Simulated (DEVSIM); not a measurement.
Structure: Schottky contact on n-type In0.53Ga0.47As, at 300 K.

Layer 1 from the left is In0.53Ga0.47As, thickness (μm) 14.0, Nd (cm⁻³) 8.9e16, τn (s) 6.8e-10, τp (s) 6.8e-10.

Left contact: Schottky, work function 5.09 eV, emission velocity 1e7 cm/s. Right contact: ohmic. Voltage is applied to the left contact. Recombination: SRH at mid-gap, radiative. Mobility is constant in doping.

This is a model device: material constants are rounded textbook-type values typed into the input, and sizes, dopings and lifetimes were drawn at random. Values at 300 K.

In0.53Ga0.47As: gap (eV) 0.74, affinity (eV) 4.51, permittivity 13.9, Nc (cm⁻³) 2.1e17, Nv (cm⁻³) 7.7e18, μn (cm²/Vs) 12000, μp (cm²/Vs) 300, B (cm³/s) 9.6e-11.

Problem. Estimate by hand the built-in potential, the peak field at zero bias, and compare with a numerical solution.

Solution. 
- Built-in potential: barrier φB = 0.580 eV; Vbi = φB − kT/q ln(N_band/N) = 0.558 V; numerical 0.558 V.
- Peak field at zero bias: depletion approximation: W = √(2εVbi/(qN)) = 0.0981 μm with N = 8.90e16 cm⁻³; field = 2Vbi/W = 114000 V/cm; numerical 111000 V/cm (estimate above by 2.6 %).

Simulated with DEVSIM: 1D drift-diffusion, Boltzmann statistics, complete ionisation; no tunnelling, impact ionisation, image-force lowering or self-heating. Metal contacts follow the ideal Schottky-Mott rule: no Fermi-level pinning, no interface dipoles.
